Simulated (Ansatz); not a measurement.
**Input and output of a self-consistent single point for Au4In6Rb (P-6m2, 11 atoms in the cell) (Ansatz, a first-principles code)**

Method of the run: PBEsol, default PAW files made with PBE (plane waves; Ansatz).

The input file:

Ansatz 0.2 input:
```yaml
# Rb(In3Au2)2
crystal:
  lattice:
    - [8.078800, 0.000000, 0.000000]
    - [-4.039400, 6.996446, 0.000000]
    - [0.000000, 0.000000, 4.485700]
  atoms:
    - { symbol: Au, position: [0.333333, 0.666667, 0.000000] }
    - { symbol: Au, position: [0.793090, 0.206910, 0.500000] }
    - { symbol: Au, position: [0.413820, 0.206910, 0.500000] }
    - { symbol: Au, position: [0.793090, 0.586180, 0.500000] }
    - { symbol: In, position: [0.196500, 0.803500, 0.500000] }
    - { symbol: In, position: [0.607000, 0.803500, 0.500000] }
    - { symbol: In, position: [0.196500, 0.393000, 0.500000] }
    - { symbol: In, position: [0.534680, 0.465320, 0.000000] }
    - { symbol: In, position: [0.930640, 0.465320, 0.000000] }
    - { symbol: In, position: [0.534680, 0.069360, 0.000000] }
    - { symbol: Rb, position: [0.000000, 0.000000, 0.000000] }
kpoints:
  mp_grid: { grid: [4, 4, 6] }
hamiltonian:
  xc: pbesol
  pseudopotentials: { kind: paw }
scf:
  occupations: { method: gaussian, width: 0.272 }
output:
  forces: true
  eigenvalues: true
  stress: true
```

Output (repeated stretches shortened):

```
WARN the atoms were moved onto the symmetric positions of the space group found under crystal.symmetry.tolerance 1.0e-5 (fractional …
WARN basis.ecutwfc = 420 eV, the default
WARN ansatz: RAYON_NUM_THREADS=1 ignored (pool sized by the plan → 1); use --threads N
Pseudopotentials: kind: paw
Pseudopotential: Au, paw, valence charge 19
Pseudopotential: In, paw, valence charge 13
Pseudopotential: Rb, paw, valence charge 9
Crystal: 11 atoms, lattice volume = 253.545 Å³
Basis set: ecut = 420 eV, 5001 PW (Γ), exchange–correlation on 108×108×60 points (8 copies of the dense FFT grid, shifted against one another)
Bands: 98, of which v1, the nominal top of the filled ones, is band 82 counted from 1 (81 counted from 0)
Symmetry: 12 space group operations
Space group: P-6m2 (ITA 187), of the structure as read, at distance tolerance 6.3e-5 Å
k-points: 16 of 96 (time reversal used)
PAW frozen core: Au, regenerated for the run's functional, and the local potential with it
PAW frozen core: In, regenerated for the run's functional, and the local potential with it
PAW frozen core: Rb, regenerated for the run's functional, and the local potential with it
Initial density: superposition of atomic densities (neutral atoms: chi_scale 0, normalization atom), corrected by the library's trained network
Initial wavefunctions: pseudopotential atomic-orbital guess
Eigensolver: davidson
Functional: x = pbesol(κ = 0.804, μ = 0.12345679012345678), c = pbesol(β = 0.046)
SCF iter   1: F=—  HF=-88400.902318 eV  |F-HF|=—  |Δ(HF+E_count)|=         —  Δρ=3.88e-3  dr2=3.49e-2  ethr=1.77e-3  ⟨swp⟩=6.7  Hψ=5968  notcnv=0
all-band conjugate gradients solve this SCF's bands
preconditioner: auto → Kerker (q_TF=auto, 2.535 Å⁻¹)
SCF iter   2: F=—  HF=-88400.896046 eV  |F-HF|=—  |Δ(HF+E_count)|=   6.27e-3  Δρ=1.73e-3  dr2=8.14e-3  ethr=2.14e-5  ⟨swp⟩=2.8  Hψ=2968  notcnv=0
SCF iter   3: F=—  HF=-88400.894331 eV  |F-HF|=—  |Δ(HF+E_count)|=   1.72e-3  Δρ=4.31e-4  dr2=9.95e-4  ethr=4.99e-6  ⟨swp⟩=2.0  Hψ=2426  notcnv=0
SCF iter   4: F=—  HF=-88400.894233 eV  |F-HF|=—  |Δ(HF+E_count)|=   9.79e-5  Δρ=1.34e-4  dr2=2.11e-4  ethr=6.10e-7  ⟨swp⟩=2.0  Hψ=1850  notcnv=0
SCF iter   5: F=—  HF=-88400.894226 eV  |F-HF|=—  |Δ(HF+E_count)|=   7.00e-6  Δρ=6.88e-5  dr2=6.59e-5  ethr=1.30e-7  ⟨swp⟩=2.0  Hψ=1698  notcnv=0
SCF iter   6: F=—  HF=-88400.894321 eV  |F-HF|=—  |Δ(HF+E_count)|=   9.55e-5  Δρ=4.34e-5  dr2=1.76e-5  ethr=4.04e-8  ⟨swp⟩=2.1  Hψ=2021  notcnv=0
SCF iter   7: F=—  HF=-88400.894317 eV  |F-HF|=—  |Δ(HF+E_count)|=   4.11e-6  Δρ=1.54e-5  dr2=2.14e-6  ethr=1.08e-8  ⟨swp⟩=2.0  Hψ=1977  notcnv=0
SCF iter   8: F=—  HF=-88400.894316 eV  |F-HF|=—  |Δ(HF+E_count)|=   6.06e-7  Δρ=7.42e-6  dr2=2.04e-7  ethr=1.31e-9  ⟨swp⟩=2.0  Hψ=2212  notcnv=0
SCF iter   9: F=-88400.894316 eV  HF=-88400.894316 eV  |F-HF|=1.06e-8  |Δ(HF+E_count)|=   2.72e-8  Δρ=2.73e-6  dr2=2.98e-8  ethr=6.13e-11  ⟨swp⟩=9.4  Hψ=6783  notcnv=0
SCF 1 converged in 9 iterations: F = -88400.894316 eV  dr2 = 2.98e-8
SCF converged after 9 iterations
Free energy (F): -88400.894316 eV
Harris-Foulkes:  -88400.894316 eV  (|F-HF|=1.06e-8)
Internal energy: -88400.754555 eV  (E = F + TS)
E sigma→0 (E₀):  -88400.824436 eV
Entropy (-TS):   -0.139762 eV (-12.706 meV/atom)
Fermi energy:    12.747026 eV
--- Per-component energies (eV) ---
  E_band       = -1420.697645
  E_kinetic    = 4072.030744
  E_local      = -17779.567461  (includes V_loc(G=0)·N_el)
  E_nonlocal   = 2684.654302
  E_hartree    = 7371.034057
  E_xc         = -2322.967369
  E_vxc        = -1842.284387  (∫ρ·V_xc dr)
  E_paw        = -65327.729344  (= ΣΔE_a)
  E_vpaw       = -3297.594086  (= ΣTr[D̂ρ^β])
  E_aug_tail   = 0.005708  (compensation charges beyond the density's cutoff)
  E_ewald      = -17100.992193
  E_core_change = 2.777002  (= ΣΔE_core)
  E_smearing   = -0.139762  (= −TS)
  E_closure    = 0.000000  (closes the sum)
  Σ components = -88400.894316   (vs F -88400.894316, Δ=0.00e0)
--- Forces (eV/Å), atoms counted from 1 ---
  atom   1  Au    -0.00000000     0.00000000     0.00000000
  atom   2  Au    -0.04615319     0.02664656     0.00000000
  atom   3  Au     0.04615319     0.02664656     0.00000000
  atom   4  Au    -0.00000000    -0.05329311     0.00000000
  atom   5  In     0.04211530    -0.02431528     0.00000000
  atom   6  In    -0.04211530    -0.02431528     0.00000000
  atom   7  In     0.00000000     0.04863056     0.00000000
  atom   8  In    -0.02599971     0.01501094     0.00000000
  atom   9  In     0.02599971     0.01501094     0.00000000
  atom  10  In     0.00000000    -0.03002188     0.00000000
  atom  11  Rb     0.00000000     0.00000000     0.00000000
  max |Σ_I F_I| component: 1.20e-16 eV/Å
--- Stress (GPa, compression-positive) ---
        0.109864      -0.000000       0.000000
       -0.000000       0.109864       0.000000
        0.000000       0.000000      -0.229332
  P = ⅓ Tr σ = -0.0032 GPa (-0.032 kbar)
  The stress holds the Pulay correction. Without it, at fixed plane waves, as pw.x and ABINIT print it: P = -0.0450 GPa
--- Band table (eV; the first three rows and the last of 16) ---
  k-point 0: bands = ["-93.6395", "-93.2184", "-93.2173", "-93.2173", "-45.0118", "-45.0066", "-45.0066", "-44.6526", "-44.6526", "-44.6388", "-44.6100", "-44.6067", "-44.6067", "-44.5584", "-44.5258", "-44.5258", "-14.2669", "-2.0025", "-1.9056", [...]
  k-point 1: bands = ["-93.6395", "-93.2184", "-93.2173", "-93.2173", "-45.0119", "-45.0066", "-45.0066", "-44.6526", "-44.6526", "-44.6389", "-44.6101", "-44.6067", "-44.6067", "-44.5584", "-44.5258", "-44.5258", "-14.2648", "-1.9897", "-1.8998", [...]
  k-point 2: bands = ["-93.6395", "-93.2184", "-93.2173", "-93.2173", "-45.0120", "-45.0066", "-45.0066", "-44.6526", "-44.6526", "-44.6389", "-44.6103", "-44.6068", "-44.6068", "-44.5584", "-44.5258", "-44.5258", "-14.2607", "-1.9717", "-1.8878", [...]
  k-point 15: bands = ["-93.6395", "-93.2184", "-93.2173", "-93.2173", "-45.0120", "-45.0066", "-45.0065", "-44.6526", "-44.6525", "-44.6389", "-44.6104", "-44.6068", "-44.6068", "-44.5584", "-44.5258", "-44.5258", "-14.2586", "-1.9235", "-1.9035", [...]
```

The run converged in 9 iterations.

The starting cell comes from a database of published, mostly measured structures (it also holds non-ambient and calculated ones), without a prior relaxation at this level. Spin-orbit coupling is off. Ansatz's pressure includes its estimate of the finite-basis (Pulay) stress.
